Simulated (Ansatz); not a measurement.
Sc on the Si site in silicon: one set of geometries, relaxed with PBE, evaluated in Ansatz (PAW, plane waves to 420 eV, 500 eV under r2SCAN) with PBE, r2SCAN.

Set-up: 64-site cell; 2×2×2 shifted k-points; start: the Si site; charged states image-corrected; not converged in cell size.

```
quantity                                                PBE  r2SCAN
-----------------------------------------------------  ----  ------
host gap (eV)                                          0.61       …
ε(0/−1) above the VBM (eV)                             0.19       …
neutral formation energy against hcp Sc, silicon (eV)  2.19       …
largest moment on one atom at charge 0 (μB)            0.15       …
```

Given the lower rungs, what does r2SCAN give?


- host gap (eV), r2SCAN: 0.79
- ε(0/−1) above the VBM (eV), r2SCAN: 0.20
- neutral formation energy against hcp Sc, silicon (eV), r2SCAN: 2.13
- largest moment on one atom at charge 0 (μB), r2SCAN: 0.15

Ansatz is a first-principles code.
